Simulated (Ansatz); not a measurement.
We consider Pd3Ge2S2 (model structure, started from the Co3Sn2S2 type, R-3m, No. 166, 7 atoms in the cell), described by PBE (Ansatz, a program for electronic structure, PAW).

Settings: plane-wave cutoff 520 eV, 12×12×12 k mesh, Fermi–Dirac smearing 0.05 eV, scalar-relativistic PAW data made under PBE.

Cell (relaxed at this level):

```cif
data_Ge2Pd3S2
_chemical_formula_sum 'Pd3 Ge2 S2'
_space_group_name_H-M_alt 'P 1'
_space_group_IT_number 1
_cell_length_a 5.44734
_cell_length_b 5.44734
_cell_length_c 5.44734
_cell_angle_alpha 64.954
_cell_angle_beta 64.954
_cell_angle_gamma 64.954
loop_
_space_group_symop_operation_xyz
  'x, y, z'
loop_
_atom_site_label
_atom_site_type_symbol
_atom_site_fract_x
_atom_site_fract_y
_atom_site_fract_z
_atom_site_occupancy
Pd1 Pd 0.50000 0.00000 0.00000 1
Pd2 Pd 0.00000 0.50000 0.00000 1
Pd3 Pd 0.00000 0.00000 0.50000 1
Ge1 Ge 0.50000 0.50000 0.50000 1
Ge2 Ge 0.00000 0.00000 0.00000 1
S1 S 0.70793 0.70793 0.70793 1
S2 S 0.29207 0.29207 0.29207 1
```

Problem. What does this level give for the bulk modulus?

Solution. 
* **bulk modulus**: 70.2 GPa

Note: the run has no spin polarisation, so it can have missed a magnetic state; the bulk modulus is −V dP/dV from two relaxed cells at ±2 % in volume; the relaxation could raise the start's symmetry but not lower it, so the cell can be a saddle point.

Static lattice: no zero-point or thermal effects.

Computing time: around 13 core-minutes (rough).

A model structure was made by putting elements into a prototype or built by hand; it is no filed structure, need not be a known phase, and can be a saddle point held by its symmetry.
